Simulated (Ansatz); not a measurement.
The parent structure is Ta in the bcc (W type) structure (space group Im-3m, No. 229; a = 3.320 Å; relaxed with 0.1 eV smearing).

Structures relaxed with DFT with PBE, PAW potentials and a 420 eV plane-wave cutoff in Ansatz (a quantum-chemistry and plane-wave program), spin-orbit coupling left out.

Base:

Simulated powder pattern, Cu Kα, λ = 1.54184 Å (kinematic, ideal powder, no thermal factors, no anomalous dispersion; the 14 strongest lines at most, above 2 %, up to 2θ = 90°):

| 2θ (°) | I/Imax (%) | hkl |
|---|---|---|
| 38.34 | 100 | (110) |
| 55.34 | 18 | (200) |
| 69.32 | 37 | (211) |
| 82.09 | 12 | (220) |

After one change:

Simulated powder pattern, Cu Kα, λ = 1.54184 Å (kinematic, ideal powder, no thermal factors, no anomalous dispersion; the 14 strongest lines at most, above 2 %, up to 2θ = 90°):

```
2θ (°)  I/Imax (%)
------  ----------
37.56          100
54.16           18
67.77           37
80.15           12
```

**Question.** What was done to the base?
(A) isotropic strain +2.00 %
(B) isotropic strain +1.00 %
(C) isotropic strain −1.50 %
(D) isotropic strain −2.00 %

**Answer.** A, isotropic strain +2.00 %. Its volume per atom is 19.43 Å³ against 18.30 Å³, and its space group is Im-3m (No. 229).

No phonon test of stability was made. All final runs are without spin polarisation.
